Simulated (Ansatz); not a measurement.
The parent structure is TiB₂ (space group P6/mmm, No. 191; a = 2.994 Å, c = 3.160 Å). Axes: x lies along a and z along c of the hexagonal cell.

Calculations: Ansatz (an electronic-structure program) LDA, spin-orbit coupling left out.

Perturbation: every lattice vector is shortened by 3.00 %, atoms relaxed at fixed cell.

Predict the stress tensor and what it implies for the stiffness.

Stress of the strained cell less that of the base (GPa, compression positive):
```
   32.5     0.0     0.0
    0.0    32.5     0.0
    0.0     0.0    26.9
```

Then B = −ΔP/(ΔV/V₀) with ΔV/V₀ = -0.0873 gives secant stiffness values (nonlinear terms included at this strain): B (at held cell shape, above the free-shape value) ≈ 351 GPa.

As a check, the harmonic strain energy −½ V₀ Δσ:ε is 70 meV/atom; the computed energy rise is 63 meV/atom.

The mesh was chosen for an insulator and is coarse for the gapless case. Stability against distortions was not tested. All final runs are without spin polarisation.
